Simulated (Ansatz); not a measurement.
## GePt (model structure, started from the WC type, P-6m2, No. 187, 2 atoms in the cell): properties by level of theory

```tsv
level (code)	lattice parameter a (Å)	c axis length (Å)	formation enthalpy (eV/atom)
PBE (Ansatz)	3.793	?	-0.227
PBEsol (Ansatz)	?	2.830	-0.244
PBE-D3(BJ) (Ansatz)	3.661	2.949	-0.222
r²SCAN (Ansatz)	3.827	2.744	?
```

What belongs in the gaps?


- PBE (Ansatz, a first-principles code), c axis length (Å): 2.866
- PBEsol (Ansatz), lattice parameter a (Å): 3.735
- r²SCAN (Ansatz), formation enthalpy (eV/atom): -0.215

Ansatz's density-functional and Hartree–Fock values are scalar-relativistic unless marked +SOC, with PAW data made under PBE.

The crystal itself was run without spin with PBE, PBEsol, PBE-D3(BJ), r²SCAN; a magnetic state was not tried in these runs.

The computed numbers hold no vibrational or temperature effects.

A model structure was made by putting elements into a prototype or built by hand; it is no filed structure, need not be a known phase, and can be a saddle point held by its symmetry.
